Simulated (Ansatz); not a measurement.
Take TlAs in the CsCl type structure (space group Pm-3m, No. 221; a = 3.602 Å; a hypothetical phase, not in the database extracts checked; relaxed with 0.1 eV smearing) as the base.

All numbers come from Kohn–Sham DFT with the PBEsol functional, run in Ansatz (a quantum-chemistry and plane-wave program) with PAW and 420 eV plane waves, no SOC.

For the base:

| Property | Result |
|---|---|
| Pressure | 0.0 GPa |
| Band gap | zero |

Modification: every lattice vector is shortened by 1.54 %, atoms relaxed at fixed cell.

### Question
What happens to the energy relative to the base, pressure and band gap?

### Answer
The energy increases by 9.6 meV/atom; the pressure goes from zero to 3.0 GPa; the band gap is still zero.

The cells carry an imposed strain or load. Whether these cells are dynamically stable was not tested. All final runs are without spin polarisation.
